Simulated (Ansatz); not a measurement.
We consider InS (within 0.1 Å of Pnnm, No. 58, 8 atoms in the cell; start mp-630528), described by PBE0 (Ansatz, a program for electronic structure, PAW).

Settings: plane-wave cutoff 500 eV, 8×2×6 k mesh (along the axes of the cell as run), gaussian smearing 0.02 eV, scalar-relativistic PAW data made under PBE.

Cell (relaxed with PBEsol):

```
CELL_PARAMETERS angstrom
      3.94981     0.00000    -0.07628
      0.00000    10.68107     0.00000
     -3.86435     0.00000     4.44875
ATOMIC_POSITIONS crystal
  In 0.12003 0.12013 0.11991
  In 0.87997 0.87987 0.88009
  In 0.87997 0.62013 0.38009
  In 0.12003 0.37987 0.61991
  S  0.00986 0.65035 0.00986
  S  0.99014 0.34965 0.99014
  S  0.99014 0.15035 0.49014
  S  0.00986 0.84965 0.50986
```

Problem. Give the computed band gap.

Solution. 
- band gap = 2.62 eV (on the SCF k mesh)

Note: cell and atoms aren't relaxed at this level (pressure 1.1 GPa).

Spin–orbit coupling is not included.

The computed numbers hold no vibrational or temperature effects.

A start named mp-… is a Materials Project structure, which need not be a measured phase.
